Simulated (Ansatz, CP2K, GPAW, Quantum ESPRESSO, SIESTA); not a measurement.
**Code comparison for SrMg3 (I4/mmm, 4 atoms in the cell)**

Self-consistent single point, at a second geometry (lattice scaled by 0.98). First geometry:

```yaml
crystal:
  lattice:
    - [-2.81647, 2.81647, 3.68196]
    - [2.81647, -2.81647, 3.68196]
    - [2.81647, 2.81647, -3.68196]
  atoms:
    - { symbol: Sr, position: [0.00000, 0.00000, 0.00000] }
    - { symbol: Mg, position: [0.50000, 0.50000, 0.00000] }
    - { symbol: Mg, position: [0.25000, 0.75000, 0.50000] }
    - { symbol: Mg, position: [0.75000, 0.25000, 0.50000] }
```

Shared settings, as Ansatz (a quantum-chemistry and plane-wave program) writes them: kpoints.mp_grid.grid = 7 7 7; scf.occupations.method = gaussian; scf.occupations.width = 0.2 eV. Potentials and cutoffs stand in the table.

```json
[
 {"code": "SIESTA", "model": "LDA PW92, numerical atomic orbitals DZP, PseudoDojo LDA standard norm-conserving potentials (rewritten from UPF to PSML)", "ΔF from the first geometry (meV/atom)": "25.1", "pressure (GPa)": "3.71", "cutoff": "grid 400 Ry"},
 {"code": "Ansatz", "model": "LDA (PW92), PAW files made with PBE", "ΔF from the first geometry (meV/atom)": "-18.8", "pressure (GPa)": "-1.03", "cutoff": "default"},
 {"code": "CP2K", "model": "LDA (Pade form), GPW, DZVP-MOLOPT-SR-GTH basis, GTH-PADE potentials (GTH_POTENTIALS)", "ΔF from the first geometry (meV/atom)": "-11.4", "pressure (GPa)": "-0.28", "cutoff": "grid 1000 Ry"},
 {"code": "GPAW", "model": "LDA (Perdew-Wang 92), GPAW PAW datasets LDA (gpaw-data 1.0.1)", "ΔF from the first geometry (meV/atom)": "-17.7", "pressure (GPa)": "-0.92", "cutoff": "800 eV"},
 {"code": "Quantum ESPRESSO", "model": "LDA (PZ), GBRV 1.5 ultrasoft (LDA) pseudopotentials", "ΔF from the first geometry (meV/atom)": "-18.8", "pressure (GPa)": "-1.05", "cutoff": "40 Ry"}
]
```

The spread over the programs that give each value: ΔF from the first geometry within 43.9 meV/atom; pressure within 4.76 GPa.

SIESTA and CP2K use small atom-centred bases, whose incompleteness enters pressures, forces and empty levels differently from a plane-wave cutoff. Ansatz's pressure is given at a fixed set of plane waves, as the other plane-wave codes print theirs. The same LDA comes in different parametrisations, which differ slightly. In the pressure, SIESTA (by 4.74) lies more than 1 GPa from the median of the plane-wave programs.

The starting cell comes from a database of computed structures (which also holds hypothetical and non-ambient phases and stackings), without a prior relaxation at this level. Its lattice was rescaled by a random factor within 2.5 % of one. For this run, on top of that: lattice scaled by 0.98.

Left out of this page: Elk and FLEUR (not drawn, or without a comparable value).

Keys are those of Ansatz 0.2.
